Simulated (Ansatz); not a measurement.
The starting structures come from a database of crystals and need not be the phases stable at ambient conditions.

By PBEsol, the system below comes out a metal.

A figure of merit of an interconnect metal is its ballistic conductance per area.

Input:

```
CELL_PARAMETERS angstrom
      3.28161     0.00000     0.00000
      0.00000     4.21035     0.00000
      0.00000     0.88653     2.63319
ATOMIC_POSITIONS crystal
  Ga 0.75000 0.77017 0.86540
  Ga 0.25000 0.22983 0.13460
```

The cell is taken as given; by PBEsol it stands under a pressure of -0.7 GPa.

The current flows along the normal of the first two printed cell vectors. No spin-orbit coupling; the value is a mean over 0.1 eV about the Fermi level.

Task: Compute, with Ansatz (a first-principles code) with PBEsol, the ballistic conductance per area.

Result: 0.99 × 10¹⁵ S/m² for both spins.
